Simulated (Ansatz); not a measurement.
Ag on the 1x1 (10-10) surface of wurtzite ZnO (cut with top plane O + Zn), one in a 2x1 cell, energies for each (34.7 Å²). Energies are against an atom of fcc Ag, without zero-point or thermal terms; each row is named by its start (#2, #3: further inequivalent places of a kind).

Host crystal: wurtzite ZnO, with a band gap (PBE, scalar-relativistic without spin-orbit coupling).

Level of theory: PBE (plane waves to 420 eV, PAW; Ansatz, a first-principles code).

Slab: 33 atoms, 9.4 Å thick at the start under the adsorbate (thin: gaps and levels are the slab's own); k 3x4x1, smearing 0.01 eV, dipole-corrected; 16 atoms held, the rest relaxed; each run with such symmetry as its start has; spin-polarised, no spin-orbit, no U, no dispersion correction.

A negative adsorption energy means that the adsorbate is more stable on the surface than in its reference. Starts that drift may end in the same place. Heights count from the host atoms within 0.3 Å of the top one. Moments of ungapped slabs depend on the mesh.

```tsv
starting site	E_ads (eV)	height (Å)	nearest host atom (Å)	bonded to	change of the vacuum step (eV)	lateral drift (Å)	moment (μB)
top O	1.78	2.21	O 2.26	O + Zn	-0.80	0.6	0.2
top Zn	1.78	2.22	O 2.27	O + Zn	-0.73	1.2	0.5
top Zn #2	1.71	1.74	O 2.42	2 O + Zn	-1.02	0.1	0.1
over O at depth 0.9 Å	1.66	1.55	O 2.56	3 Zn	-0.77	1.2	0.2
hollow O-O-Zn-Zn-Zn	1.66	1.88	O 2.47	3 Zn	-0.80	0.4	0.2
hollow beside O	1.66	1.87	O 2.46	3 Zn	-0.80	0.8	0.2
bridge Zn-Zn (span 3.3 Å)	1.65	1.88	O 2.47	3 Zn	-0.80	1.1	0.2
bridge Zn-Zn (span 3.3 Å) #2	1.56	1.77	O 2.24	O + Zn	-0.86	1.0	0.5
```
